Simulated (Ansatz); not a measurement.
Consider Ti$_{3}$Al (space group P6_3/mmc, No. 194; a = 5.747 Å, c = 4.632 Å). Axes: x lies along a and z along c of the hexagonal cell.

Calculations: r2SCAN (Ansatz, a first-principles code), no SOC.

Strains are applied to the cell and any free atomic positions relax.

One change was made to it. Results:

The energy goes up by 7.8 meV/atom; the pressure (mean of the normal stresses, compression positive) goes from zero to 3.4 GPa.

**Question.** Which change produced these results?
(A) isotropic strain +5.44 %
(B) uniaxial strain ε_xx = −2.67 %
(C) uniaxial strain ε_yy = −1.15 %

**Answer.** B, uniaxial strain ε_xx = −2.67 %. For comparison, the energy relative to the base in the other runs: uniaxial strain ε_yy = −1.15 % gives +1.4 meV/atom; isotropic strain +5.44 % gives +145 meV/atom.

Stability against distortions was not tested. All final runs are without spin polarisation.
